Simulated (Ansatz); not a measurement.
**Eu_B (zinc-blende BN host)**

Method: PBE, PAW (plane waves to 420 eV; Ansatz, a first-principles code). The supercell holds 64 host sites (2×2×2 repeats of the unit cell), with a 2×2×2 shifted k-point sampling for the final energies. Site at the start: the B site. Finite-size correction: monopole term and site-potential alignment. Dielectric constants: PBE linear response of the host. Host gap at this level: 4.46 eV. A cell of this size leaves errors of a few tenths of an eV. PBE underestimates the host's gap, which shifts levels and can delocalise carriers. Spin–orbit coupling is left out, and no Hubbard U is applied to the open shells. Each state is the lowest found from its start.

Formation energies E_f are given with the Fermi level at the valence-band maximum. Chemical conditions: N-rich (Δμ(B) = -2.35 eV, Δμ(Eu) = -1.93 eV, bounded by EuN (Fm-3m); only phases computed here count, gases as isolated molecules at 0 K). Reference phases: B: alpha boron, Eu: bcc Eu, ferromagnetic.

| charge | moment (μB) | largest move off a lattice site (Å) | image correction with alignment (eV) | E_f, N-rich (eV) |
|---|---|---|---|---|
| +1† | 5.0 | 0.45 | 1.27 | – |
| 0 | 6.0 | 0.42 | 0.00 | 12.22 |
| −1† | 7.0 | 0.44 | -0.60 | – |
| −2† | 6.0 | 0.46 | -0.70 | – |

† Not settled in this cell, so no level is given: charge +1: a large or scattered potential alignment; charge −1: a large or scattered potential alignment; charge −2: carriers not clearly localised, a large or scattered potential alignment, level within 0.1 eV of a band edge or past it.

Flagged in the runs: a doubtful potential alignment.
